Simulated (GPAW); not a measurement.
GPAW run on ZnCu (P1, 2 atoms in the cell): self-consistent single point.

Level of theory: PBEsol, GPAW PAW datasets PBEsol (made by gpaw-setup) (plane waves; GPAW).

The change in words: lattice scaled by 0.98. Reference geometry:
```
ZnCu
1.0
    1.48804    -2.12128     0.00000
    1.48804     2.12128     0.00000
    0.00000     0.00000     4.14075
Zn Cu
1 1
Direct
  0.49932   0.49072   0.52496
  0.00068   0.00928   0.97504
```

Reference input (self-consistent single point, DFT PBEsol, plane waves, GPAW PAW datasets PBEsol (made by gpaw-setup)): mode = pw; ecut = 850 eV; xc = PBEsol; kpts = 11 11 7; mesh shift (steps) = 0 0 0; occupations.name = methfessel-paxton; occupations.width = 0.2 eV; occupations.order = 0; nbands = -6; symmetry.symmorphic = false; symmetry.tolerance = 0.0005; maxiter = 150. This run's input differs from it in these lines:

```diff
@@ -5,7 +5,7 @@
 atoms = Atoms(['Zn', 'Cu'],
-              cell=[[1.488040, -2.121280, 0.000000],
-                    [1.488040, 2.121280, 0.000000],
-                    [0.000000, 0.000000, 4.140750]],
-              positions=[[1.473219, -0.018243, 2.173728],
-                         [0.014821, 0.018243, -0.103353]],
+              cell=[[1.458279, -2.078854, 0.000000],
+                    [1.458279, 2.078854, 0.000000],
+                    [0.000000, 0.000000, 4.057935]],
+              positions=[[1.443755, -0.017878, 2.130254],
+                         [0.014524, 0.017878, -0.101286]],
               pbc=True)
```

Output (repeated stretches shortened):

```
     iter     time        total  log10-change:
                         energy   eigst   dens
iter:   1 --:--:--    -6.986955
iter:   2 --:--:--    -6.601963   -0.65  -1.30
iter:   3 --:--:--    -6.122269   -0.90  -1.36
iter:   4 --:--:--    -5.951674   -2.17  -1.76
iter:   5 --:--:--    -6.213875   -1.33  -1.75
iter:   6 --:--:--    -5.993986   -1.90  -2.02
iter:   7 --:--:--    -5.966455   -1.86  -2.21
iter:   8 --:--:--    -5.924942   -2.34  -2.19
iter:   9 --:--:--    -5.922029   -4.19  -2.71
iter:  10 --:--:--    -5.923043c  -2.83  -2.82
iter:  11 --:--:--    -5.919542c  -3.44  -3.23
iter:  12 --:--:--    -5.919529c  -5.33  -3.27
iter:  13 --:--:--    -5.920171c  -4.20  -3.34
iter:  14 --:--:--    -5.919294c  -4.28  -3.52
iter:  15 --:--:--    -5.919293c  -5.95  -3.60
iter:  16 --:--:--    -5.919375c  -5.12  -3.61
iter:  17 --:--:--    -5.919288c  -5.32  -3.70
iter:  18 --:--:--    -5.919282c  -6.32  -3.79
iter:  19 --:--:--    -5.919282c  -6.04  -3.84
iter:  20 --:--:--    -5.919278c  -6.64  -4.48c
iter:  21 --:--:--    -5.919277c  -7.43c -4.78c
Converged after 21 iterations.

Dipole moment: (-0.199964, -0.248183, 1.918463) |e|*Ang

Energy contributions relative to reference atoms: (reference = -93807.226100)

Kinetic:        -13.872859
Potential:      +13.630772
External:        +0.000000
XC:              -5.718124
Entropy (-ST):   -0.009463
Local:           +0.045665
SIC:             +0.000000
--------------------------
Free energy:     -5.924009
Extrapolated:    -5.919277

Showing only first 2 kpts
 Kpt  Band  Eigenvalues  Occupancy
  0     9      5.52883    2.00000
  0    10      5.62225    2.00000
  0    11      6.43317    2.00000
  0    12     10.40454    0.00000

  1     9      5.49421    2.00000
  1    10      5.58780    2.00000
  1    11      5.61936    2.00000
  1    12     11.89113    0.00000

Fermi level: 8.08249

No gap
No difference between direct/indirect transitions
Energy (eV): -5.919277

Forces in eV/Ang:
  0 Zn    0.13722   -0.00992   -1.51758
  1 Cu   -0.13718    0.00996    1.51691

Stress tensor:
    -0.042051     0.000158     0.006331
     0.000158    -0.010632    -0.000301
     0.006331    -0.000301    -0.038178
Stress (GPa, Voigt): [-6.7373 -1.7034 -6.1168 -0.0482  1.0143  0.0253]
```

The run converged in 21 iterations. GPAW prints stress with tension positive. Against the reference run the free energy rises by 4.6 meV/atom, the pressure goes from -3.10 to 4.85 GPa and the largest force goes from 1.179 to 1.524 eV/Å.

The starting cell comes from a database of computed structures (which also holds hypothetical and non-ambient phases and stackings), without a prior relaxation at this level. Its atoms were displaced at random from the sites of space group no. 65. For this run, on top of that: lattice scaled by 0.98. Spin polarisation is off. With a pressure of about 5 GPa the cell is away from its equilibrium volume at this level. Forces in this geometry exceed 1 eV/Å.

Cost on one core of a shared machine: roughly 8 min.
